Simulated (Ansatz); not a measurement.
Ansatz (a first-principles code) run on a (001) slab of HfPd2 (cut from a parent of space group no. 139; 6 atoms in the cell): self-consistent single point.

Level of theory: PBEsol, default PAW files made with PBE (plane waves; Ansatz).

```xyz
6
Lattice="3.3891 0.0000 0.0000 0.0000 3.3891 0.0000 0.0000 0.0000 21.1411" Properties=species:S:1:pos:R:3 pbc="T T T"
Hf     0.0000     0.0000    12.7425
Pd     0.0000     0.0000     7.0000
Pd     1.6945     1.6945    14.1411
Hf     1.6945     1.6945     8.3985
Pd     1.6945     1.6945    11.3440
Pd     0.0000     0.0000     9.7970
```

Reference input (self-consistent single point, DFT, PBEsol, plane waves, default PAW files made with PBE): basis.ecutwfc = 30.9 Ry; kpoints.mp_grid.grid = 9 9 1; hamiltonian.xc = pbesol; hamiltonian.pseudopotentials = {kind: paw} (the program's default PAW files); scf.occupations.method = fermi_dirac; scf.occupations.width = 0.0073 Ry. This run's input differs from it in these lines:

Ansatz 0.2 input:
```diff
@@ -17,3 +17,3 @@
   mp_grid:
-    grid: [9, 9, 1]
+    grid: [13, 13, 1]
 hamiltonian:
```

The program printed (abridged):

```
SCF iter   1: F=—  HF=-58824.878854 eV  |F-HF|=—  |Δ(HF+E_count)|=         —  Δρ=6.27e-3  dr2=2.52e-1  ethr=1.77e-3  ⟨swp⟩=7.1  Hψ=8271  notcnv=0  defer=8
all-band conjugate gradients solve this SCF's bands
preconditioner: auto → LDOS
SCF iter   2: F=—  HF=-58824.879220 eV  |F-HF|=—  |Δ(HF+E_count)|=   3.66e-4  Δρ=8.22e-3  dr2=1.68e-1  ethr=2.03e-4  ⟨swp⟩=2.4  Hψ=4183  notcnv=0  defer=54
   [... lines left out ...]
SCF iter   7: F=—  HF=-58824.847808 eV  |F-HF|=—  |Δ(HF+E_count)|=   2.28e-6  Δρ=2.27e-5  dr2=1.74e-6  ethr=1.37e-8  ⟨swp⟩=2.0  Hψ=3283  notcnv=0  defer=54
SCF iter   8: F=—  HF=-58824.847808 eV  |F-HF|=—  |Δ(HF+E_count)|=   3.13e-7  Δρ=7.65e-6  dr2=3.95e-7  ethr=1.40e-9  ⟨swp⟩=2.7  Hψ=3426  notcnv=0  defer=54
SCF iter   9: F=—  HF=-58824.847808 eV  |F-HF|=—  |Δ(HF+E_count)|=   2.09e-7  Δρ=3.88e-6  dr2=1.29e-7  ethr=8.06e-11  ⟨swp⟩=12.3  Hψ=9360  notcnv=0
SCF iter  10: F=-58824.847808 eV  HF=-58824.847808 eV  |F-HF|=1.15e-8  |Δ(HF+E_count)|=   3.41e-8  Δρ=1.90e-6  dr2=2.01e-8  ethr=8.06e-11  ⟨swp⟩=6.5  Hψ=8029  notcnv=0
SCF 1 converged in 10 iterations: F = -58824.847808 eV  dr2 = 2.01e-8
Free energy (F): -58824.847808 eV
Internal energy: -58824.702339 eV  (E = F + TS)
E sigma→0 (E₀):  -58824.775073 eV
Entropy (-TS):   -0.145470 eV (-24.245 meV/atom)
Fermi energy:    5.978665 eV
--- Forces (eV/Å), atoms counted from 1 ---
  atom   1  Hf     0.00000000     0.00000000    -0.34575071
  atom   2  Pd     0.00000000     0.00000000    -0.01677488
  atom   3  Pd     0.00000000     0.00000000     0.01677488
  atom   4  Hf     0.00000000     0.00000000     0.34575071
  atom   5  Pd     0.00000000     0.00000000    -0.28757556
  atom   6  Pd     0.00000000     0.00000000     0.28757556
--- Stress (GPa, compression-positive) ---
       -2.615030       0.000000       0.000000
        0.000000      -2.615030       0.000000
        0.000000       0.000000      -1.205399
  P = ⅓ Tr σ = -2.1452 GPa (-21.452 kbar)
  The stress holds the Pulay correction. Without it, at fixed plane waves, as pw.x and ABINIT print it: P = -2.1667 GPa
```

The run converged in 10 iterations. Against the reference run the free energy rises by 1.2 meV/atom and the largest force moves little (0.356 to 0.346 eV/Å).

The starting cell comes from a database of computed structures (which also holds hypothetical and non-ambient phases and stackings), without a prior relaxation at this level. The slab is cut from that crystal, and its faces are unrelaxed. Its lattice was rescaled by up to half a per cent. Spin-orbit coupling is off. Spin polarisation is off.
